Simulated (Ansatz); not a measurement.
The parent structure is MgO in the rock salt structure (space group Fm-3m, No. 225).

```yaml
crystal:
  lattice:
    - [0.00000, 2.10706, 2.10706]
    - [2.10706, 0.00000, 2.10706]
    - [2.10706, 2.10706, 0.00000]
  atoms:
    - { symbol: O, position: [0.00000, 0.00000, 0.00000] }
    - { symbol: Mg, position: [0.50000, 0.50000, 0.50000] }
```

Cartesian axes are those of the cell as printed.

Levels (all Ansatz, an electronic-structure program, PAW): PBEsol (420 eV, without spin-orbit coupling); HSE06 (420 eV, without spin-orbit coupling).

Its gap is 4.62 eV with PBEsol and 6.47 eV with HSE06.

One thing is altered: uniaxial strain ε_zz = −1.75 %, all other strain components held at zero, atoms relaxed at fixed cell.

With PBEsol the gap becomes 4.78 eV.

Q: If the HSE06 correction stayed the same, what would the HSE06 gap be, and what does the HSE06 run give?

A: A rigid correction of +1.85 eV gives 6.63 eV. The HSE06 run gives 6.64 eV, so the two effects roughly add.

Single points use the geometry relaxed with PBEsol. Whether these cells are dynamically stable was not tested.
